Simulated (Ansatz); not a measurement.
The structure below was relaxed with r2SCAN in Ansatz (plane waves to 500 eV, PAW, scalar-relativistic without spin-orbit coupling), earlier PAW set, at pressure 30 GPa.

```
Mo2N
1.0
   -2.07897     2.07897     3.83159
    2.07897    -2.07897     3.83159
    2.07897     2.07897    -3.83159
Mo N
4 2
Direct
  0.98329   0.48329   0.50000
  0.23329   0.23329   0.00000
  0.76671   0.76671   0.00000
  0.51671   0.01671   0.50000
  0.25000   0.75000   0.50000
  0.50000   0.50000   0.00000
```

Find the space group and the Wyckoff positions.

Space group I4₁/amd, origin choice 1 (No. 141); a = 4.158 Å, b = 4.158 Å, c = 7.663 Å, α = 90.00°, β = 90.00°, γ = 90.00°

```tsv
atom	site	symmetry	x	y	z
Mo	8e	2mm.	0.0000	0.0000	0.2333
N	4b	-4m2	0.0000	0.0000	0.5000
```

Describe the coordination.

The crystal has 12 atoms in its conventional cell. Cell: a = 4.1579 Å, b = 4.1579 Å, c = 7.6632 Å, α = 90.00°, β = 90.00°, γ = 90.00°. Mo sees 3 N at 2.044–2.083 Å. N is surrounded by 6 Mo at 2.044–2.083 Å (octahedral). (Neighbours: up to the widest gap in distance over summed covalent radii, below 1.35, at either atom; cation-cation and far metal-metal contacts left out.)

Load acts through the strain it causes; cell and atoms are relaxed under it. Stability against distortions was not tested. Competing high-pressure phases were not computed. All final runs are without spin polarisation. The cell was made from Mo₂N in the anti-anatase structure (space group I4_1/amd, No. 141) by this change: pressure 30 GPa.

Ansatz is an electronic-structure program.
